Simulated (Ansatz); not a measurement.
This concerns the energy of one form of C over another. The value is E(A) − E(B), in meV per atom.

A: C (sp3 polytype, P6₃/mmc), 12 atoms in the cell, k-point mesh 18×18×4 on the run's own vectors.
```xyz
12
Lattice="2.5101 0.0000 0.0000 -1.2551 2.1738 0.0000 0.0000 0.0000 12.3781" Properties=species:S:1:pos:R:3 pbc="T T T"
C      0.0000     0.0000     8.5022
C      0.0000     0.0000    10.0650
C      0.0000     1.4492    10.5821
C      0.0000     1.4492    12.1210
C      1.2551     0.7246     0.2571
C      1.2551     0.7246     1.7960
C      0.0000     0.0000     2.3131
C      0.0000     0.0000     3.8759
C      1.2551     0.7246     4.3931
C      1.2551     0.7246     5.9320
C      0.0000     1.4492     6.4461
C      0.0000     1.4492     7.9850
```

B: C (graphite, P6₃/mmc), 4 atoms in the cell, k-point mesh 18×18×6 on the run's own vectors.
```yaml
crystal:
  lattice:
    - [2.46501, 0.00000, 0.00000]
    - [-1.23251, 2.13476, 0.00000]
    - [0.00000, 0.00000, 6.74110]
  atoms:
    - { symbol: C, position: [0.00000, 0.00000, 0.25000] }
    - { symbol: C, position: [0.00000, 0.00000, 0.75000] }
    - { symbol: C, position: [0.33333, 0.66667, 0.25000] }
    - { symbol: C, position: [0.66667, 0.33333, 0.75000] }
```

All numbers come from Ansatz (an electronic-structure program), plane waves with PAW, its PAW set soft_1, cutoff 420 eV, 500 eV for r2SCAN. The structures are at rest with PBE+D3(BJ); other levels are single points on them. Neutral cells; Fermi-Dirac smearing of at most 0.05 eV in the solids, energies taken to zero width. The lattices are those relaxed with PBE+D3(BJ), so at other levels the solids can be strained, which adds to the spread. A dispersion term (D3(BJ), or D4 for r2SCAN) was computed beside these levels and is taken off wherever the name lacks it. No zero-point or thermal terms. The structures are the rest points that the relaxations reached, not proven lowest.

Levels: PBE, PBE+D3(BJ), LDA, RPBE, r2SCAN, r2SCAN+D4.

Problem. Do the levels agree on which is lower?

Solution. C (graphite, P6₃/mmc) (B): PBE (129), PBE+D3(BJ) (92), RPBE (181), r2SCAN (118), r2SCAN+D4 (104); too close to call: LDA (-3) (values in meV/atom; within 4 meV/atom of zero counts as too close to call). The levels span 184 meV/atom, from LDA (-3) to RPBE (181).
